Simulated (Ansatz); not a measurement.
Abridged Ansatz (a program for electronic structure) output:

```
Relaxation: its limit of steps is 50 (relax.max_steps)
Pseudopotential: Sc, paw, valence charge 11
Crystal: 2 atoms, lattice volume = 46.722 Å³
Basis set: ecut = 420 eV, 953 PW (Γ), exchange–correlation on 48×48×72 points (8 copies of the dense FFT grid, shifted against one another)
Bands: 15, of which v1, the nominal top of the filled ones, is band 11 counted from 1 (10 counted from 0)
Symmetry: 24 space group operations
k-points: 308 of 4800
Functional: x = pbesol(κ = 0.804, μ = 0.12345679012345678), c = pbesol(β = 0.046)
SCF iter   1: F=—  HF=-4222.802445 eV  |F-HF|=—  |Δ(HF+E_count)|=         —  Δρ=4.38e-3  dr2=8.49e-3  ethr=1.77e-3  ⟨swp⟩=3.1  Hψ=18956  notcnv=0
SCF iter   2: F=—  HF=-4222.799639 eV  |F-HF|=—  |Δ(HF+E_count)|=   2.81e-3  Δρ=2.17e-3  dr2=2.36e-3  ethr=3.86e-5  ⟨swp⟩=1.7  Hψ=8180  notcnv=0
SCF 1 converged in 6 iterations: F = -4222.798961 eV  dr2 = 8.59e-11
relax step   1: F+E_penalty+E_count = -4222.79896082 eV  Δ(F+E_penalty+E_count) = +0.000e0 eV  max|allowed force component| = 7.401e-17 eV/Å  Δτ_max = 0.0000 Å  (6 SCF iters, accepted)
SCF converged after 6 iterations
Free energy (F): -4222.798961 eV
Internal energy: -4222.679946 eV  (E = F + TS)
E sigma→0 (E₀):  -4222.739454 eV
Entropy (-TS):   -0.119015 eV (-59.507 meV/atom)
Fermi energy:    9.771609 eV
--- Forces (eV/Å), atoms counted from 1 ---
  atom   1  Sc    -0.00000000     0.00000000     0.00000000
  atom   2  Sc     0.00000000    -0.00000000     0.00000000
--- Stress (GPa, compression-positive) ---
        0.896793       0.000000       0.000000
        0.000000       0.896793       0.000000
        0.000000       0.000000       0.841847
  P = ⅓ Tr σ = 0.8785 GPa (8.785 kbar)
--- Relaxed structure (1 steps of the walk, 1 accepted, 0 SCFs on fresh bases) ---
  atoms:
    - { symbol: Sc, position: [0.6666666666666667, 0.33333333333333337, 0.25] }
    - { symbol: Sc, position: [0.33333333333333337, 0.6666666666666667, 0.75] }
```

Task: What was computed, and what are the main results?

Result: Sc, 2 atoms in the cell, with PBEsol (Ansatz), without spin-orbit coupling. The last SCF converged to F = -4222.798961 eV, or -2111.3995 eV per atom, at a pressure of 0.88 GPa. The total energy compares only with runs of the same code, potentials and settings.

The cells carry an imposed strain or load. Stability against distortions was not tested. The final runs are not spin-polarised. The cell was made from Sc in the hcp (Mg type) structure (space group P6_3/mmc, No. 194) by this change: isotropic strain −0.50 %.

Keys are those of Ansatz 0.2.
